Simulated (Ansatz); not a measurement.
Consider this model of amorphous silicon carbide (Si24C40).

```
C5Si3
1.0
    8.68345     0.00000     0.00000
    0.00000     8.68345     0.00000
    0.00000     0.00000     8.68345
Si C
24 40
Cartesian
  7.95343   7.67632   3.24150
  2.79339   2.82570   2.72045
  3.51443   1.25118   6.48450
  7.50228   3.05038   6.50227
  5.00558   2.30492   4.23544
  0.04211   4.29040   4.17810
  7.96468   1.64927   1.79445
  7.48479   1.20482   7.89252
  4.96264   8.02543   4.06106
  4.01108   7.63886   6.30205
  1.78437   2.96513   5.79673
  5.80811   5.23618   8.00019
  1.63166   0.23848   8.15156
  2.23956   6.32887   3.61162
  6.44579   7.02939   1.37125
  5.37098   5.12973   3.16512
  5.06765   0.99035   8.57848
  0.33838   5.98461   1.09711
  7.59447   4.60881   2.22558
  1.57998   5.75055   7.37783
  2.01121   0.45467   4.11691
  3.65395   7.77718   1.25398
  5.26711   3.43267   0.99421
  2.97799   5.58183   0.58651
  4.58553   3.41554   2.73202
  3.03183   1.98666   4.64517
  4.82440   4.16565   5.94586
  7.55015   4.79017   7.27456
  3.79198   4.21555   6.91040
  1.74368   2.61387   0.00366
  7.54237   8.49973   6.53417
  0.20671   3.33314   1.69869
  0.15477   4.78008   8.21151
  8.59731   1.25767   4.62452
  2.56714   4.69126   6.20973
  8.64454   0.20170   5.71217
  0.65923   3.50499   0.26720
  3.09255   5.31980   4.94038
  6.19568   6.84595   3.25852
  5.37646   7.84727   0.14479
  5.69535   2.95052   5.96311
  3.22366   7.88445   3.15412
  5.98677   0.85654   3.84972
  8.67920   0.30409   0.54744
  8.59877   5.82338   5.24163
  1.28196   3.96756   2.69661
  5.59990   7.04344   7.47922
  0.61197   6.91964   4.49003
  4.43801   4.99077   4.81441
  6.11844   5.15851   1.20457
  7.66741   5.98294   6.29971
  2.50508   1.94608   1.06709
  0.03258   2.71284   5.09713
  3.22560   0.76724   0.54110
  8.26818   7.66937   1.27448
  4.17716   4.31287   8.33851
  1.82158   5.29390   2.10014
  1.89449   7.51596   6.77464
  7.47136   0.83633   3.54692
  1.94195   1.95720   7.33986
  5.13705   1.86598   6.88433
  6.98898   7.21962   6.74867
  6.40710   1.98623   0.72345
  1.17898   8.00884   5.48271
```

The numbers are results of PBE, scalar-relativistic without spin-orbit coupling (plane waves to 420 eV, PAW; Ansatz, a quantum-chemistry and plane-wave program), not measurements. Neutral PBE cell, which sets geometry, pressure and energy: sampling: a 2×2×2 Γ-centred mesh; Fermi-Dirac width 0.05 eV; no spin polarisation.

Preparation: random packing, a CHGNet melt and quench, and a DFT relaxation. The hot cell started wider than the set density and was brought back towards it in steps. It is the lowest in DFT energy of 2 quenches. It is a model cell: composition and starting density were chosen by hand, and all elements were melted together. No dispersion term was used. A short ab initio anneal came between quench and relaxation. Cooling ran many orders faster than in experiment, which tends to leave more defects and strain. One small periodic cell is one sample of the glass; other quenches scatter about these values. The volume was free in the relaxation, at fixed shape.

Q: Give the pressure, the energy against reference phases and the spacing of the highest filled and lowest empty levels.

A: 
The pressure on a 2×2×2 Γ-centred mesh comes out as -0.05 GPa. The largest force and stress component on that mesh (the relaxation ran on one k-point at (1/4, 1/4, 1/4)) is 0.22 eV/Å and 4.0 GPa. The energy relative to 6H silicon carbide + graphite (lowest mix at this level among the phases computed, not always the ambient ones) is 0.726 eV/atom and the gap on a 2×2×2 Γ-centred mesh (PBE) comes out as within the smearing (under twice its width).

Q: At PBE and the zone centre, how localised are the states just below and above the Fermi level (participation number: the atoms over which a state spreads)?

A: The highest filled state is spread over 18.0 atoms' worth, largest on C37, with weights by element (charge in smoothed Voronoi cells) C 0.75, Si 0.25. The lowest empty state is spread over 19.6 atoms' worth, largest on C61, with weights by element (charge in smoothed Voronoi cells) C 0.74, Si 0.26.

The levels at the Fermi energy are partly filled. A closed spacing in one fast-quenched cell at PBE doesn't show the material to be a metal.

Neighbours within Si-Si 2.66 Å, Si-C 2.24 Å, C-C 1.78 Å count as bonded.

A PBE run started with 1 μB on atoms that lack a bond or may hold spare charge lost its moments; other starts weren't tried.
